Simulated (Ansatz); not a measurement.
Sr3Ru2O7, pressure series

The parent structure is Sr3Ru2O7 (space group I4/mmm, No. 139; a = 3.8435 Å, c = 20.6630 Å).

Cell and atoms are relaxed at each pressure.

Method: Ansatz (a program for electronic structure), PBEsol, PAW, cutoff 420 eV, spin-orbit coupling left out.

```csv
pressure (GPa),volume per atom (Å³/atom)
0,12.719
0.3,?
0.7,12.665
1.5,12.605
3,12.497
5,12.361
```

Problem. Fit the third-order Birch–Murnaghan form P(V) = (3B₀/2)[(V₀/V)^(7/3) − (V₀/V)^(5/3)]·[1 + (3/4)(B₀′ − 4)((V₀/V)^(2/3) − 1)] (squares taken in P) to the rows shown and predict the withheld row.

Solution. Least squares on the printed values gives V₀ = 12.719 Å³/atom, B₀ = 163 GPa, B₀′ = 5.1; this predicts 12.696 Å³/atom, and the run gives 12.696 Å³/atom, in agreement.

Load acts through the strain it causes; cell and atoms are relaxed under it. Whether these cells are dynamically stable was not tested. No other phases were tried under pressure. No Hubbard U is applied, and correlation can decide whether such a compound is a metal. The final runs are not spin-polarised.
